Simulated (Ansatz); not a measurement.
# TiC, response to strain

The reference is TiC in the rock salt structure (space group Fm-3m, No. 225; relaxed with 0.1 eV smearing).

```
CELL_PARAMETERS angstrom
      0.00000     2.14668     2.14668
      2.14668     0.00000     2.14668
      2.14668     2.14668     0.00000
ATOMIC_POSITIONS crystal
  C  0.00000 0.00000 0.00000
  Ti 0.50000 0.50000 0.50000
```

Cartesian axes are those of the cell as printed.

Strains are applied to the cell and any free atomic positions relax; under stress the whole cell relaxes.

Calculations: PBEsol, PAW, 420 eV (Ansatz, a quantum-chemistry and plane-wave program; no SOC).

Notes on the quantities. energy relative to the base: free energy F.

```tsv
change	energy relative to the base	shortest interatomic distance	space group
base	0 meV/atom	4.057 bohr	Fm-3m (No. 225)
isotropic strain −4.94 %	+0.211 eV/atom	3.856 bohr	Fm-3m (No. 225)
uniaxial strain ε_yy = −1.27 %	…	4.005 bohr	I4/mmm (No. 139)
uniaxial strain ε_zz = −0.62 %	+0.7 meV/atom	4.031 bohr	I4/mmm (No. 139)
uniaxial stress, 0.5 GPa tension along x	0.0 meV/atom	4.056 bohr	I4/mmm (No. 139)
uniaxial stress, 8 GPa compression along z	…	…	I4/mmm (No. 139)
```

Problem. Some entries are withheld; estimate them.

Solution. 
- uniaxial strain ε_yy = −1.27 %, energy relative to the base: +2.9 meV/atom
- uniaxial stress, 8 GPa compression along z, energy relative to the base: +3.5 meV/atom
- uniaxial stress, 8 GPa compression along z, shortest interatomic distance: 3.998 bohr

Beyond what the load breaks, stability against distortions was not tested. The final runs are not spin-polarised.
